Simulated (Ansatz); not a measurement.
Input and output of a self-consistent single point for MnS (P3m1, 4 atoms in the cell) (Ansatz, a first-principles code).

Computed with LDA (PW92), default PAW files made with PBE (plane waves; Ansatz).

```yaml
crystal:
  lattice:
    - [3.97335, 0.00000, 0.00000]
    - [-1.98667, 3.44102, 0.00000]
    - [0.00000, 0.00000, 6.37424]
  atoms:
    - { symbol: Mn, position: [0.33333, 0.66667, 0.00668], spin: 4.0 }
    - { symbol: Mn, position: [0.66667, 0.33333, 0.49886], spin: 4.0 }
    - { symbol: S, position: [0.66667, 0.33333, 0.12615] }
    - { symbol: S, position: [0.33333, 0.66667, 0.62614] }
```
(The spins are starting values, not results.)

Reference input (self-consistent single point, DFT, LDA (PW92), plane waves, default PAW files made with PBE): basis.ecutwfc = 420 eV; kpoints.mp_grid.grid = 8 8 4; hamiltonian.xc = lda; hamiltonian.pseudopotentials = {kind: paw} (the program's default PAW files); magnetization.spin_polarized = true; scf.occupations.method = fermi_dirac; scf.occupations.width = 0.1 eV. This run's input differs from it in these lines:

```diff
@@ -24,3 +24,3 @@
     method: fermi_dirac
-    width: 0.1 eV
+    width: 0.02 eV
 output:
```

Output, abridged:

```
SCF iter   1: F=—  HF=-9421.823530 eV  |F-HF|=—  |Δ(HF+E_count)|=         —  Δρ=7.71e-2 (↑7.71e-2 ↓2.02e-2)  dr2=4.25e0  dr2_m=1.53e0  M=9.666 μB ∫|m|=9.666 μB  β_m=0.30  ethr=3.10e-3  ⟨swp⟩=6.0  Hψ=8509  notcnv=0
Mixer restart at iter 1: flushing history
all-band conjugate gradients solve this SCF's bands
preconditioner: auto → Kerker (q_TF=auto, 2.416 Å⁻¹)
spin=Collinear: Kerker preconditioning applied to the charge; magnetization (m = ρ↑ − ρ↓) channel mixes plain (no charge-response kernel on spin).
   [... lines left out ...]
SCF iter  20: F=—  HF=-9422.450231 eV  |F-HF|=—  |Δ(HF+E_count)|=   1.81e-7  Δρ=4.58e-6 (↑4.58e-6 ↓4.20e-6)  dr2=1.17e-7  dr2_m=1.56e-9  M=-0.000 μB ∫|m|=8.987 μB  β_m=0.99  ethr=2.38e-9  ⟨swp⟩=2.4  Hψ=2899  notcnv=0  defer=239
SCF iter  21: F=-9422.450231 eV  HF=-9422.450231 eV  |F-HF|=3.21e-8  |Δ(HF+E_count)|=   1.42e-8  Δρ=3.02e-6 (↑3.02e-6 ↓2.63e-6)  dr2=4.09e-8  dr2_m=1.74e-10  M=-0.000 μB ∫|m|=8.987 μB  ethr=2.38e-10  ⟨swp⟩=7.8  Hψ=9591  notcnv=0
SCF 1 converged in 21 iterations: F = -9422.450231 eV  dr2 = 4.09e-8
WARN: the starting moments were not kept: 1 of 2 ended reversed and 1 kept their direction, counting a site from 0.1 μB …
   [... lines left out ...]
Absolute magnetization: 8.9875 μB (∫|ρ↑−ρ↓|, with the PAW one-centre terms)
Free energy (F): -9422.450231 eV
Fermi energy:    7.098234 eV
   [... lines left out ...]
  atom   4  S      0.00000000    -0.00000000     0.39346433
--- Stress (GPa, compression-positive) ---
       -6.249140       0.000000       0.000000
        0.000000      -6.249140      -0.000000
        0.000000      -0.000000      -9.228536
  P = ⅓ Tr σ = -7.2423 GPa (-72.423 kbar)
  The stress holds the Pulay correction. Without it, at fixed plane waves, as pw.x and ABINIT print it: P = -7.2639 GPa
```

The run converged in 21 iterations. Against the reference run the free energy is nearly the same (within 1 meV/atom), the pressure moves little (-7.31 to -7.24 GPa) and the largest force goes from 0.467 to 0.481 eV/Å.

The starting cell comes from a database of computed structures (which also holds hypothetical and non-ambient phases and stackings), without a prior relaxation at this level. Its lattice was rescaled by up to half a per cent. One atom was moved a little off its site on purpose. The magnetic order is the one reached from the typed start; others were not searched systematically. The program warned that a starting moment was not kept. With a pressure of about -7 GPa the cell is away from its equilibrium volume at this level. Ansatz's pressure includes its estimate of the finite-basis (Pulay) stress.

Cost on one core of a shared machine: roughly 30 s.

Keys are those of Ansatz 0.2.
